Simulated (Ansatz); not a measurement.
System: rutile MgH2. Method: rVV10 in Ansatz (plane waves, PAW).

Run with plane-wave cutoff 500 eV, 8×8×10 k mesh (along the axes of the cell as run), gaussian smearing 0.02 eV, scalar-relativistic PAW data made under PBE.

Cell (relaxed at this level):

```xyz
6
Lattice="4.5006 0.0000 0.0000 0.0000 4.5006 0.0000 0.0000 0.0000 3.0021" Properties=species:S:1:pos:R:3 pbc="T T T"
Mg     0.0000     0.0000     0.0000
Mg     2.2503     2.2503     1.5010
H      1.3687     1.3687     0.0000
H      3.6190     0.8816     1.5010
H      0.8816     3.6190     1.5010
H      3.1319     3.1319     0.0000
```

**Question.** Predict the band gap.

**Answer.** 
band gap: 3.90 eV (on the SCF k mesh)

Ansatz is an electronic-structure program.
